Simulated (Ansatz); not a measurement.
# WS2: response to strain

Base system: WS$_{2}$ in the 2H-MoS2 type structure (space group P6_3/mmc, No. 194; a = 3.170 Å, c = 12.492 Å; layered, stacked along the Cartesian z axis). Axes: x lies along a and z along c of the hexagonal cell.

Strains are applied to the cell and any free atomic positions relax; under biaxial strain the out-of-plane vector relaxes too.

All numbers come from Kohn–Sham DFT with the r2SCAN+rVV10 functional, run in Ansatz (a program for electronic structure) with PAW and 500 eV plane waves, no spin-orbit coupling.

Base values:

```
Item        Value
--------  -------
Band gap  1.13 eV
```

Q: The aim is a band gap between 1.30 eV and 1.42 eV. Which of these changes reaches it?
A) strain tensor (xx, yy, zz, yz, xz, xy) = (+1.14, +1.82, −0.36, +0.00, +1.17, +0.36) %
B) biaxial strain −4.70 %, plane normal [001], relaxed out of plane
C) uniaxial strain ε_xx = −1.36 %

A: B, biaxial strain −4.70 %, plane normal [001], relaxed out of plane. It gives 1.37 eV; uniaxial strain ε_xx = −1.36 % gives 1.14 eV; strain tensor (xx, yy, zz, yz, xz, xy) = (+1.14, +1.82, −0.36, +0.00, +1.17, +0.36) % gives 0.95 eV. Changes not listed may reach it too

With W present, leaving out spin-orbit coupling can change the band edges. Stability against distortions was not tested.
